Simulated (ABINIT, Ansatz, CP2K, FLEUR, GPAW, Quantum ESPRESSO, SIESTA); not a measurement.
**Code comparison for a sheet of Ta₂N (3 atoms in the cell)**

Self-consistent single point, at a second geometry (lattice scaled in the plane by 0.98). First geometry:

```xyz
3
Lattice="2.9055 0.0000 0.0000 -1.4528 2.5163 0.0000 0.0000 0.0000 16.3511" Properties=species:S:1:pos:R:3 pbc="T T T"
N      0.0000     0.0000     8.1755
Ta     0.0000     1.6775     9.3511
Ta     1.4528     0.8388     7.0000
```

Shared settings, as Ansatz (an electronic-structure program) writes them: kpoints.mp_grid.grid = 7 7 1; scf.occupations.method = gaussian; scf.occupations.width = 0.05 eV. Potentials and cutoffs stand in the table.

| code | model | ΔF from the first geometry (meV/atom) | largest force (eV/Å) | cutoff |
|---|---|---|---|---|
| Ansatz | PBE, default PAW files | 201.7 | 4.089 | default |
| ABINIT | PBE, PAW (JTH v2.0 PBE PAW) | 203.2 | 4.130 | 26 Ha |
| FLEUR | PBE, all-electron FLAPW (FLEUR, film geometry), scalar-relativistic valence | – | 3.984 | Kmax 4.7 1/bohr |
| SIESTA | GGA PBE, numerical atomic orbitals DZP, PseudoDojo PBE standard norm-conserving potentials (rewritten from UPF to PSML) | 227.9 | 5.068 | grid 400 Ry |
| Quantum ESPRESSO | PBE, PseudoDojo standard norm-conserving (PBE) pseudopotentials | 199.7 | 4.084 | 85 Ry |
| GPAW | PBE, GPAW PAW datasets PBE (gpaw-data 1.0.1) | 206.6 | 4.265 | 900 eV |
| CP2K | PBE, GPW, DZVP-MOLOPT-SR-GTH basis, GTH-PBE potentials (GTH_POTENTIALS) | 183.0 | 3.739 | grid 500 Ry |

A dash marks a value that a program does not give, or that is left out as unsure.

On Ansatz's run: spin-orbit coupling is off. Spin polarisation is off; with an odd number of electrons in the cell that forces a metal, and a magnetic state may lie lower.

The spread over the programs that give each value: ΔF from the first geometry within 44.9 meV/atom; largest force within 1.329 eV/Å.

SIESTA and CP2K use small atom-centred bases, whose incompleteness enters pressures, forces and empty levels differently from a plane-wave cutoff. FLEUR treats all electrons, but the usual bases taken here (sphere radii, linearisation, local orbitals, empty states) were not tested for convergence, so the values are no reference for the others. In the force vectors, FLEUR (by 0.125), SIESTA (by 0.959), GPAW (by 0.156) and CP2K (by 0.370) lie more than 0.08 eV/Å from the median of the plane-wave programs.

The starting cell was generated: these elements placed on a structure prototype, without a prior relaxation; it need not be a known phase or ordering of this composition. Its lattice was rescaled in the plane by a random factor within 2.5 % of one. For this run, on top of that: lattice scaled in the plane by 0.98.

Left out of this page: Elk (not drawn, or without a comparable value).

Keys are those of Ansatz 0.2.
